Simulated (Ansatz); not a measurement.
## Band gap of SnClF (Pnma, No. 62) at several levels of theory

No measured value is used here.

```json
[
 {"level (code)": "LDA (Ansatz)", "value (eV)": "3.14", "cell (Å³/atom)": "22.59"},
 {"level (code)": "PBEsol (Ansatz)", "value (eV)": "3.20", "cell (Å³/atom)": "22.59"},
 {"level (code)": "r²SCAN (Ansatz)", "value (eV)": "3.69", "cell (Å³/atom)": "22.59"},
 {"level (code)": "r²SCAN+SOC (Ansatz)", "value (eV)": "3.65 (indirect)", "cell (Å³/atom)": "22.59"},
 {"level (code)": "r²SCAN+rVV10 (Ansatz)", "value (eV)": "3.61", "cell (Å³/atom)": "22.06"},
 {"level (code)": "B3LYP (VWN-RPA form) (Ansatz)", "value (eV)": "4.74", "cell (Å³/atom)": "22.59"},
 {"level (code)": "r²SCAN0 (Ansatz)", "value (eV)": "5.24", "cell (Å³/atom)": "22.59"},
 {"level (code)": "Hartree–Fock (Ansatz)", "value (eV)": "10.38", "cell (Å³/atom)": "22.59"}
]
```

Computed values are for a static lattice. Levels without +SOC have no spin–orbit coupling; where heavier elements are present it shifts gaps, mostly down, and can invert bands.  Values are at the measured cell; r²SCAN+rVV10 at the level's own equilibrium cell. Cutoffs and k meshes differ between the levels. Ansatz's density-functional and Hartree–Fock values are scalar-relativistic unless marked +SOC, with PAW data made under PBE.

Ansatz is a quantum-chemistry and plane-wave program.
